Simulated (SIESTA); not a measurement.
Converging the k-point mesh: In₂Se₃ (P1, 5 atoms in the cell)

```xyz
5
Lattice="3.9635 0.0000 0.0000 1.9801 3.4337 0.0000 0.0164 0.0283 9.8345" Properties=species:S:1:pos:R:3 pbc="T T T"
In     1.9954     1.1703     8.0196
In     3.9646     2.2916     1.8649
Se     0.0000     0.0000     0.0000
Se     1.9827     1.1463     3.1829
Se     3.9773     2.3156     6.6516
```

Level of theory: SIESTA with GGA PBEsol, numerical atomic orbitals TZP, PseudoDojo PBEsol standard norm-conserving potentials (rewritten from UPF to PSML).

Base settings: XC.functional = GGA; XC.authors = PBEsol; potentials = PseudoDojo PBEsol standard; PAO.BasisSize = TZP; PAO.EnergyShift = 0.01 Ry; MeshCutoff = 350 Ry; kgrid.MonkhorstPack = 3 3 1; OccupationFunction = MP; OccupationMPOrder = 0; ElectronicTemperature = 200 meV.

The second cell is the first with its lattice scaled by 0.98.

Only quantities that move along the ladder and can be compared are tabulated.

The starting cell comes from a database of computed structures (which also holds hypothetical and non-ambient phases and stackings), without a prior relaxation at this level. Its lattice was rescaled by up to half a per cent. One atom was moved a little off its site on purpose. Values carry the incompleteness of an atom-centred basis.

Steps (kgrid.MonkhorstPack): 2 2 1; 3 3 1; 4 4 2; 5 5 2; 7 7 3; 9 9 4; 11 11 4; 14 14 5; 17 17 6; 19 19 7.

Question: What is the coarsest kgrid.MonkhorstPack that holds the free energy within 2 meV/atom of the last step, with all finer ones?

Answer: 7 7 3; the step before is off by 9.7 meV/atom.

Question: What is the coarsest kgrid.MonkhorstPack that holds the forces within 0.005 eV/Å of the last step, with all finer ones?

Answer: 11 11 4; the step before is off by 0.007 eV/Å.

Question: What is the coarsest kgrid.MonkhorstPack that holds the pressure within 0.05 GPa of the last step, with all finer ones?

Answer: 7 7 3; the step before is off by 0.09 GPa.

| kgrid.MonkhorstPack | free energy less the last step's (meV/atom) | energy of the compressed cell less the first (meV/atom) | pressure (GPa) | largest difference of a force vector from the last step's (eV/Å) |
|---|---|---|---|---|
| 2 2 1 | 548.99 | 62.78 | 4.23 | 0.500 |
| 3 3 1 | 135.29 | 32.99 | 1.20 | 0.164 |
| 4 4 2 | 29.58 | 25.42 | 0.50 | 0.091 |
| 5 5 2 | 9.65 | 23.07 | 0.26 | 0.015 |
| 7 7 3 | 1.37 | 22.21 | 0.19 | 0.010 |
| 9 9 4 | 0.22 | 22.11 | 0.18 | 0.007 |
| 11 11 4 | 0.02 | 22.08 | 0.18 | 0.004 |
| 14 14 5 | -0.01 | 22.07 | 0.18 | 0.001 |
| 17 17 6 | 0.00 | 22.07 | 0.18 | 0.000 |
| 19 19 7 | 0.00 | 22.08 | 0.18 | 0.000 |

The energy difference between the two cells stays within 1 meV/atom of the last step's from 5 5 2 on, the total only from 9 9 4 on: much of the error is common to both cells and cancels.
